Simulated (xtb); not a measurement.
xtb 6.7.1, GFN1-xTB: CCN(CC)[SiH]N(CC)CC, charge +1, multiplicity 1, 32 atoms. The geometry is a generated start, not checked to be a minimum at this level.

| Property | Result |
|---|---|
| run flags | --grad |
| method | GFN1-xTB |
| --acc | 1 (default) |
| --etemp (K) | 300 (default) |
| basis functions | 92 |
| valence electrons | 66 |

Charge 1 and multiplicity 1 are set for this test and not shown to be the ground state.

One run each on 1 thread. Values of broydamp tried: 0.02, 0.05, 0.1, 0.2, 0.4 (default), 0.6, 0.8, 1.

Problem. How does the count of SCC iterations change with broydamp, and where is it least?

Solution. Fewest SCC iterations, within one of each other: 0.2 with 11, 0.4 (default) with 10, 0.6 with 10, 0.8 with 11, 1 with 11. The count rises to 18 at 0.02. All converge to one solution.

```
broydamp       SCC iterations            end
-------------  --------------  -------------
0.02                       18  same solution
0.05                       15  same solution
0.1                        14  same solution
0.2                        11  same solution
0.4 (default)              10  same solution
0.6                        10  same solution
0.8                        11  same solution
1                          11  same solution
```
